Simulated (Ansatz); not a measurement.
Start from GaCuSe$_{2}$ in the chalcopyrite structure (space group I-42d, No. 122; a = 5.608 Å, c = 11.096 Å).

Level of theory: r2SCAN, PAW, 500 eV (Ansatz, a first-principles code; scalar-relativistic without spin-orbit coupling), earlier PAW set.

One change was made to it. Results:

| quantity | base | after |
|---|---|---|
| band gap | 0.57 eV | 1.46 eV |
| shortest interatomic distance | 2.408 Å | 2.156 Å |
| hole mass | 0.083 mₑ along c, 0.68 mₑ across (at Γ) | 0.18 mₑ along c, 0.35 mₑ across (at Γ) |

### Question
Which change produced these results?
(A) pressure 4.2 GPa
(B) pressure 45 GPa
(C) pressure 18 GPa
(D) pressure 1.8 GPa
(E) pressure 9 GPa

### Answer
B, pressure 45 GPa. For comparison, the hole mass in the other runs: pressure 1.8 GPa gives 0.094 mₑ along c, 0.64 mₑ across (at Γ); pressure 4.2 GPa gives 0.11 mₑ along c, 0.60 mₑ across (at Γ); pressure 9 GPa gives 0.12 mₑ along c, 0.54 mₑ across (at Γ); pressure 18 GPa gives 0.15 mₑ along c, 0.46 mₑ across (at Γ).

Load acts through the strain it causes; cell and atoms are relaxed under it. Masses are band curvatures over ±0.01 Å⁻¹ around the edge. Stability against distortions was not tested. Competing high-pressure phases were not computed. The final runs are not spin-polarised.
